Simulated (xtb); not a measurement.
xtb 6.7.1, GFN1-xTB: Ag(OH)(py) ([OH][Ag]<-[n]1ccccc1), 14 atoms. The geometry is a generated start, not checked to be a minimum at this level.

- method = GFN1-xTB
- --acc = 1 (default)
- --etemp (K) = 300 (default)
- detailed input (--input) = none: ANC optimiser, Lindh (1995) Hessian, microcycle=20, maxdispl=1.0, hlow=0.01 (default)
- basis functions = 50
- valence electrons = 48

```xyz
14

Ag     2.0526    -0.3774    -1.6012
O      3.5932    -0.7623    -2.8013
H      4.0318    -0.0279    -3.2317
C     -1.8107     0.2688     1.4174
C     -1.4661    -0.9979     0.9737
C     -0.3761    -1.1394     0.1325
N      0.3650    -0.1115    -0.2754
C      0.0307     1.1048     0.1557
C     -1.0404     1.3423     0.9962
H     -2.6560     0.4167     2.0725
H     -2.0306    -1.8677     1.2723
H     -0.0825    -2.1146    -0.2318
H      0.6535     1.9172    -0.1912
H     -1.2644     2.3488     1.3122
```

Charge 0 and multiplicity 1 are set for this test and not shown to be the ground state.

The structure is relaxed from this start with --opt LEVEL for the levels crude, sloppy, loose, lax, normal, tight, vtight, extreme, once each. Up to the end of the extreme run atoms move by at most 0.48 Å along an axis.

Q: What is the loosest level that ends within 1 meV of the extreme run, and how many cycles does it take?

A: tight: 33 cycles against 51, ending 0.29 meV above.

```json
[
 {"level": "crude", "cycles": "2", "energy above the extreme run (meV)": "22", "gradient norm (eV/Å)": "0.26"},
 {"level": "sloppy", "cycles": "4", "energy above the extreme run (meV)": "16", "gradient norm (eV/Å)": "0.15"},
 {"level": "loose", "cycles": "4", "energy above the extreme run (meV)": "16", "gradient norm (eV/Å)": "0.15"},
 {"level": "lax", "cycles": "6", "energy above the extreme run (meV)": "14", "gradient norm (eV/Å)": "0.058"},
 {"level": "normal", "cycles": "21", "energy above the extreme run (meV)": "9.5", "gradient norm (eV/Å)": "0.046"},
 {"level": "tight", "cycles": "33", "energy above the extreme run (meV)": "0.29", "gradient norm (eV/Å)": "0.039"},
 {"level": "vtight", "cycles": "47", "energy above the extreme run (meV)": "0.011", "gradient norm (eV/Å)": "0.0057"},
 {"level": "extreme", "cycles": "51", "energy above the extreme run (meV)": "—", "gradient norm (eV/Å)": "0.0013"}
]
```
